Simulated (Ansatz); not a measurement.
## AlB2-type MgB2: Voigt–Reuss–Hill bulk modulus by level of theory

No measured value is used here.

```
level (code)     value (GPa)  cell (Å³/atom)
---------------  -----------  --------------
LDA (Ansatz)             160            9.19
PBE (Ansatz)               ?            9.62
PBEsol (Ansatz)          151            9.48
r²SCAN (Ansatz)          153            9.55
```

Task: What belongs in the gaps?

Result: 
- PBE (Ansatz, a program for electronic structure), value (GPa): 148

Each level is taken at its own relaxed cell. Cutoffs differ between the levels. Ansatz's density-functional and Hartree–Fock values are scalar-relativistic unless marked +SOC, with PAW data made under PBE.
